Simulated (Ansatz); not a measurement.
A dielectric-response calculation of MoCl6 (P-31m, 7 atoms in the cell) with Ansatz (an electronic-structure program).

Level of theory: LDA (PW92), default PAW files made with PBE (plane waves; Ansatz).

```xyz
7
Lattice="6.1550 0.0000 0.0000 -3.0775 5.3304 0.0000 0.0000 0.0000 5.6489" Properties=species:S:1:pos:R:3 pbc="T T T"
Mo     0.0000     0.0000     2.8245
Cl     0.9344     1.6183     1.5043
Cl     2.1431     3.7120     4.1447
Cl     4.2863     0.0000     1.5043
Cl     1.8687     0.0000     4.1447
Cl    -2.1431     3.7120     1.5043
Cl    -0.9344     1.6183     4.1447
```

Reference input (self-consistent single point, DFT, LDA (PW92), plane waves, default PAW files made with PBE): basis.ecutwfc = 420 eV; kpoints.mp_grid.grid = 5 5 5; hamiltonian.xc = lda; hamiltonian.pseudopotentials = {kind: paw} (the program's default PAW files); scf.occupations.method = fixed. This run's input differs from it in these lines:

Ansatz 0.2 input:
```diff
@@ -16,3 +16,3 @@
 kpoints:
-  mp_grid: { grid: [5, 5, 5] }
+  mp_grid: { grid: [8, 8, 7] }
 hamiltonian:
@@ -22,6 +22,4 @@
   occupations: { method: fixed }
-output:
-  forces: true
-  eigenvalues: true
-  stress: true
+dielectric:
+  field_mesh: kpoints
```

Output (repeated stretches shortened):

```
SCF iter   1: F=—  HF=-11112.266188 eV  |F-HF|=—  |Δ(HF+E_count)|=         —  Δρ=5.71e-3  dr2=4.49e-2  ethr=1.77e-3  ⟨swp⟩=4.1  Hψ=16138  notcnv=0  defer=519
all-band conjugate gradients solve this SCF's bands
preconditioner: auto → Resta (q_TF=auto, 2.235 Å⁻¹)
SCF iter   2: F=—  HF=-11112.259694 eV  |F-HF|=—  |Δ(HF+E_count)|=   6.49e-3  Δρ=3.29e-3  dr2=1.68e-2  ethr=8.02e-5  ⟨swp⟩=2.4  Hψ=6892  notcnv=0  defer=641
   [... lines left out ...]
SCF iter   7: F=—  HF=-11112.256604 eV  |F-HF|=—  |Δ(HF+E_count)|=   4.30e-5  Δρ=4.21e-6  dr2=5.44e-8  ethr=1.53e-9  ⟨swp⟩=2.9  Hψ=7299  notcnv=0  defer=258
SCF iter   8: F=—  HF=-11112.256604 eV  |F-HF|=—  |Δ(HF+E_count)|=   3.58e-8  Δρ=1.10e-6  dr2=3.84e-9  ethr=9.71e-11  ⟨swp⟩=2.6  Hψ=7156  notcnv=0  defer=258
SCF iter   9: F=—  HF=-11112.256604 eV  |F-HF|=—  |Δ(HF+E_count)|=  7.13e-10  Δρ=5.71e-7  dr2=9.21e-10  ethr=6.86e-12  ⟨swp⟩=2.0  Hψ=7353  notcnv=0  defer=258
SCF iter  10: F=-11112.256604 eV  HF=-11112.256604 eV  |F-HF|=1.82e-12  |Δ(HF+E_count)|=  6.00e-11  Δρ=9.15e-8  dr2=1.94e-11  ethr=1.00e-12  ⟨swp⟩=11.3  Hψ=17257  notcnv=0
SCF 1 converged in 10 iterations: F = -11112.256604 eV  dr2 = 1.94e-11
DFPT response loops at Γ: preconditioner auto → Resta (q_TF=auto, 2.235 Å⁻¹)  ε∞=7.9 (no band partly filled) …
Free energy (F): -11112.256604 eV
Internal energy: -11112.256604 eV  (E = F + TS)
E sigma→0 (E₀):  -11112.256604 eV
Fermi energy:    1.703101 eV
--- Dielectric response (ions clamped): 2 representative field directions + reference, on 129 of 448 k-points (Σ response iterations 20) ---
  k mesh reduced under 2 symmetry operations, with k and −k counted as one. Each operation leaves every solved perturbation unchanged …
   [... lines left out ...]
         0.63066   -1.40021   -0.76007
         0.53318   -0.92350   -1.13702
    site 6:
        -0.67198    0.63066    0.43883
         0.63066   -1.40021   -0.76007
         0.53318   -0.92350   -1.13702
  Z* charge neutrality: 6.615e-6 e pre-enforcement
  k-mesh period / interband length: 39.5 Å / 2.49 Å = 15.91 at k = (0.0000, 0.0000, 0.0000), direct gap 1.089 eV — 14 or more, which is no proof of convergence
```

The run converged in 10 iterations. 

Summary of the result:
* **Free energy E − TS (on the zero of these files)**: -11112.2566 eV
* **Top of the valence band (on the code's own zero)**: 1.70 eV
* **Gap on the k-point mesh**: 0.96 eV
* **ε∞ at this k-point mesh, which may be far from converged in small-gap cells (xx, yy, zz)**: 5.44, 5.44, 6.80
* **Born charges at this mesh (mean of the diagonal, e)**: Mo 6.42, Cl -1.07, Cl -1.07, Cl -1.07, Cl -1.07, Cl -1.07, Cl -1.07

The starting cell comes from a database of computed structures (which also holds hypothetical and non-ambient phases and stackings), without a prior relaxation at this level. Its lattice was rescaled by up to half a per cent.

Cost on one core of a shared machine: roughly 10 min.
